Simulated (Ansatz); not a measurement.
**PtC (model structure, F-43m, No. 216, 2 atoms in the cell)**

Computed with r²SCAN+rVV10 (Ansatz, a quantum-chemistry and plane-wave program, plane waves, PAW).

Numerical settings: plane-wave cutoff 560 eV, 20×20×20 k mesh, Fermi–Dirac smearing 0.05 eV, scalar-relativistic PAW data made under PBE.

Cell (relaxed at this level):

Space group F-43m (No. 216); a = b = c = 4.6834 Å, α = β = γ = 90.00°

```tsv
atom	site	symmetry	x	y	z
Pt	4a	-43m	0.0000	0.0000	0.0000
C	4d	-43m	0.7500	0.7500	0.7500
```
(The calculation used a cell of 2 atoms; values per cell refer to that cell.)

band gap: none

Note: the relaxation could raise the start's symmetry but not lower it, so the cell can be a saddle point.

Spin–orbit coupling is not included; it can open a gap where bands touch, and shift volumes and moduli.

Static lattice: no zero-point or thermal effects.

It cost very roughly 3.0 core-minutes of CPU time.

A model structure was made by putting elements into a prototype or built by hand; it is no filed structure, need not be a known phase, and can be a saddle point held by its symmetry.
